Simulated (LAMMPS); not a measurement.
MD of Al (fcc) with 25 % of Al sites Cu at zero pressure over temperature, 2048 atoms; each row names its start.

Model: classical MD, pair style adp, file AlCu.adp (LAMMPS).

```
T (K), start                                                state                  volume                  enthalpy  first peak of g(r), Al-Cu  coordination number of Al by Cu
------------  ---------------------------------------------------  ----------------------  ------------------------  -------------------------  -------------------------------
300, crystal                  crystal; no diffusion seen in 30 ps  14.346 ± 0.002 Å³/atom  -3.4113 ± 0.0001 eV/atom         2.66 Å, height 6.6         2.98 (counted to 3.10 Å)
730, crystal  slow or partial motion within 30 ps, no clear phase    14.67 ± 0.05 Å³/atom    -3.286 ± 0.002 eV/atom         2.48 Å, height 4.9         2.76 (counted to 3.14 Å)
990, melt     slow or partial motion within 60 ps, no clear phase    15.29 ± 0.01 Å³/atom    -3.217 ± 0.002 eV/atom         2.47 Å, height 4.8         2.70 (counted to 3.18 Å)
1190, melt                                                 liquid    15.51 ± 0.01 Å³/atom    -3.146 ± 0.002 eV/atom         2.47 Å, height 4.4         2.64 (counted to 3.18 Å)
1450, melt                                                 liquid  15.973 ± 0.006 Å³/atom  -3.0320 ± 0.0008 eV/atom         2.47 Å, height 3.9         2.51 (counted to 3.18 Å)
```

Caution (rows 300, crystal; 730, crystal): the random arrangement on this lattice is imposed, and need not be a phase that exists in equilibrium.

Caution (rows 730, crystal; 990, melt; 1190, melt): enthalpy drifts during the constant-pressure average: a transition or slow ageing; fluctuation values are void.

Caution (rows 1190, melt; 1450, melt): a run this short can hold a crystal over, or a liquid under, the potential's own melting point, which these runs don't give.

States go by the mean squared displacement: a species diffuses where it passes 1.5 Å², still rises and gives D over 1e-6 cm²/s; a crystal has left its structure where atoms lie 0.35 Å off their sites on average or a cubic box changes its shape by 3 %, or the axial ratios of another lie 8 % off the starting cell's, which the potential's own relaxation can also do.

Errors shown are sampling errors alone.
